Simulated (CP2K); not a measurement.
**Input and output of a self-consistent single point for Rb (Im-3m, 1 atom in the cell) (CP2K)**

Method: PBE, GPW, DZVP-MOLOPT-SR-GTH basis, GTH-PBE potentials (GTH_POTENTIALS) (CP2K).

Input:

```
&GLOBAL
  PROJECT scf
  RUN_TYPE ENERGY_FORCE
  PRINT_LEVEL MEDIUM
&END GLOBAL
&FORCE_EVAL
  METHOD Quickstep
  STRESS_TENSOR ANALYTICAL
  &DFT
    BASIS_SET_FILE_NAME BASIS_MOLOPT
    POTENTIAL_FILE_NAME GTH_POTENTIALS
    &QS
      METHOD GPW
      EPS_DEFAULT 1E-10
    &END QS
    &MGRID
      CUTOFF 500
      REL_CUTOFF 40
      NGRIDS 5
    &END MGRID
    &SCF
      SCF_GUESS ATOMIC
      EPS_SCF 1E-7
      MAX_SCF 100
      ADDED_MOS 4
      &DIAGONALIZATION
        ALGORITHM STANDARD
      &END DIAGONALIZATION
      &MIXING
        METHOD BROYDEN_MIXING
        ALPHA 0.2
        NBUFFER 12
      &END MIXING
      &SMEAR ON
        METHOD GAUSSIAN
        SIGMA [eV] 0.272
      &END SMEAR
    &END SCF
    &KPOINTS
      SCHEME MONKHORST-PACK 11 11 11
    &END KPOINTS
    &XC
      &XC_FUNCTIONAL PBE
      &END XC_FUNCTIONAL
    &END XC
    &PRINT
      &MO
        EIGENVALUES T
        OCCUPATION_NUMBERS T
        NDIGITS 8
        FILENAME mo
        &EACH
          QS_SCF 0
        &END EACH
        ADD_LAST NUMERIC
      &END MO
      &MULLIKEN ON
      &END MULLIKEN
    &END PRINT
  &END DFT
  &SUBSYS
    &CELL
      A 4.81964800 0.00000000 0.00000000
      B -1.60654900 4.54400800 0.00000000
      C -1.60654900 -2.27200400 3.93522600
      PERIODIC XYZ
    &END CELL
    &COORD
      SCALED
      Rb       0.00000000     0.00000000     0.00000000
    &END COORD
    &KIND Rb
      BASIS_SET DZVP-MOLOPT-SR-GTH-q9
      POTENTIAL GTH-PBE-q9
    &END KIND
  &END SUBSYS
  &PRINT
    &FORCES ON
    &END FORCES
    &STRESS_TENSOR ON
    &END STRESS_TENSOR
  &END PRINT
&END FORCE_EVAL
```

Output, abridged:

```
 GLOBAL| Method name                                                        CP2K
 GLOBAL| Project name                                                        scf
 GLOBAL| Run type                                                   ENERGY_FORCE

 CELL| Volume [angstrom^3]:                                            86.183492
 CELL| Vector a [angstrom]:       4.820     0.000     0.000   |a| =     4.819648
 CELL| Vector b [angstrom]:      -1.607     4.544     0.000   |b| =     4.819648
 CELL| Vector c [angstrom]:      -1.607    -2.272     3.935   |c| =     4.819648
 CELL| Angle (b,c), alpha [degree]:                                   109.471227
 CELL| Angle (a,c), beta  [degree]:                                   109.471217
 CELL| Angle (a,b), gamma [degree]:                                   109.471216
 CELL| Numerically orthorhombic:                                              NO
 CELL| Periodicity                                                           XYZ

 DFT| Spin restricted Kohn-Sham (RKS) calculation                            RKS
 DFT| Multiplicity                                                             2
 DFT| Number of spin states                                                    1
 DFT| Charge                                                                   0
 DFT| XC density smoothing                                                  NONE
 DFT| XC derivatives                                                          PW

 QS| Method:                                                                 GPW
 QS| Density plane wave grid type                        NON-SPHERICAL FULLSPACE
 QS| Number of grid levels:                                                    5
 QS| Density cutoff [a.u.]:                                                250.0
 QS| Multi grid cutoff [a.u.]: 1) grid level                               250.0
   [... lines left out ...]
 BRILLOUIN| Wavefunction type                                            COMPLEX
 BRILLOUIN| List of Kpoints [2 Pi/Bohr]                                      666
 BRILLOUIN| Number           Weight            X              Y              Z
 BRILLOUIN|     1           0.00150       -0.45455       -0.45455       -0.45455
 BRILLOUIN|     2           0.00150       -0.45455       -0.45455       -0.36364
 BRILLOUIN|     3           0.00150       -0.45455       -0.45455       -0.27273
   [... 663 lines left out ...]
 *******************************************************************************

 Extrapolation method: initial_guess

 Re-scaling the density matrix to get the right number of electrons
                  # Electrons              Trace(P)               Scaling factor
                            9                 9.000                        1.000

 Number of electrons:                                                          9
 Number of occupied orbitals:                                                  5
 Number of molecular orbitals:                                                 9

 Number of orbital functions:                                                 14
 Number of independent orbital functions:                                     14
 SCF WAVEFUNCTION OPTIMIZATION

  Step     Update method      Time    Convergence         Total energy    Change
     1 NoMix/Diag. 0.20E+00      -     0.45982409       -24.1173680418 -2.41E+01
     2 Broy./Diag. 0.20E+00      -     0.00229070       -24.1255324186 -8.16E-03
     3 Broy./Diag. 0.20E+00      -     0.01032433       -24.1077836165  1.77E-02
     4 Broy./Diag. 0.20E+00      -     0.00081405       -24.0972379781  1.05E-02
     5 Broy./Diag. 0.20E+00      -     0.00041636       -24.1022022202 -4.96E-03
     6 Broy./Diag. 0.20E+00      -     0.00001528       -24.1029298355 -7.28E-04
     7 Broy./Diag. 0.20E+00      -     0.00001306       -24.1030045151 -7.47E-05
     8 Broy./Diag. 0.20E+00      -     0.00000054       -24.1029828492  2.17E-05
     9 Broy./Diag. 0.20E+00      -     0.00000025       -24.1029761767  6.67E-06
    10 Broy./Diag. 0.20E+00      -     0.00000003       -24.1029764919 -3.15E-07
  *** SCF run converged in    10 steps ***

  Electronic density on regular grids:         -8.9999999999        0.0000000001
  Core density on regular grids:                8.9999999991       -0.0000000009
  Total charge density on r-space grids:       -0.0000000009
  Total charge density g-space grids:          -0.0000000009

  Overlap energy of the core charge distribution:               0.00000000000000
  Self energy of the core charge distribution:                -46.63199619119211
  Core Hamiltonian energy:                                     10.30836914426824
  Hartree energy:                                              15.92731262389308
  Exchange-correlation energy:                                 -3.70547016795967
  Smearing free energy correction:                             -0.00119190089188
  Fermi energy:                                                 0.05875007938020

  Total energy:                                               -24.10297649188348
  Total energy (extrapolated to sigma->0):                    -24.10238054143754

                     Mulliken Population Analysis

 #  Atom  Element  Kind  Atomic population                           Net charge
       1     Rb       1          9.000000                              0.000000
 # Total charge                              9.000000                  0.000000

 ENERGY| Total FORCE_EVAL ( QS ) energy [hartree]            -24.102976597645874

 FORCES| Atomic forces [hartree/bohr]
 FORCES|   Atom     x               y               z               |f|
 FORCES|      1  1.73757749E-15  9.20725031E-15  1.22687311E-15   9.44975404E-15
 FORCES| Sum     1.73757749E-15  9.20725031E-15  1.22687311E-15
 FORCES| Total atomic force                                       9.44975404E-15

 STRESS| Analytical stress tensor [bar]
 STRESS|                        x                   y                   z
 STRESS|      x        2.49487798125E+03  -7.57866850690E-02  -7.82845044743E-02
 STRESS|      y       -7.57866850690E-02   2.49485930896E+03  -1.10143801676E-01
 STRESS|      z       -7.82845044743E-02  -1.10143801676E-01   2.49478436419E+03
 STRESS| 1/3 Trace                                             2.49484055146E+03
```

The run converged in 10 iterations.

The starting cell has typed, rounded lattice constants, without a prior relaxation at this level. Its lattice was rescaled by a random factor within 2.5 % of one. Values carry the incompleteness of an atom-centred basis.

Cost on one core of a shared machine: roughly 40 s.
